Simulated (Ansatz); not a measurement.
The reference is SiO$_{2}$ in the rutile structure (space group P4_2/mnm, No. 136).

```yaml
crystal:
  lattice:
    - [4.23588, 0.00000, 0.00000]
    - [0.00000, 4.23588, 0.00000]
    - [0.00000, 0.00000, 2.68991]
  atoms:
    - { symbol: Si, position: [0.50000, 0.50000, 0.50000] }
    - { symbol: Si, position: [0.00000, 0.00000, 0.00000] }
    - { symbol: O, position: [0.80699, 0.80699, 0.50000] }
    - { symbol: O, position: [0.30699, 0.69301, 0.00000] }
    - { symbol: O, position: [0.69301, 0.30699, 0.00000] }
    - { symbol: O, position: [0.19301, 0.19301, 0.50000] }
```

Cartesian axes are those of the cell as printed.

Levels (all Ansatz, an electronic-structure program, PAW, earlier PAW set): PBE (420 eV, no spin-orbit coupling); HSE06 (420 eV, no spin-orbit coupling).

Its gap is 5.05 eV with PBE and 7.12 eV with HSE06.

Now apply this change: the cell is compressed by 1.80 % along z with no lateral relaxation; the atoms relax in the strained cell.

With PBE the gap becomes 5.43 eV.

**Question.** If the HSE06 correction stayed the same, what would the HSE06 gap be, and what does the HSE06 run give?

**Answer.** A rigid correction of +2.07 eV gives 7.50 eV. The HSE06 run gives 7.53 eV, so the two effects roughly add.

Single points use the geometry relaxed with PBE. Whether these cells are dynamically stable was not tested.
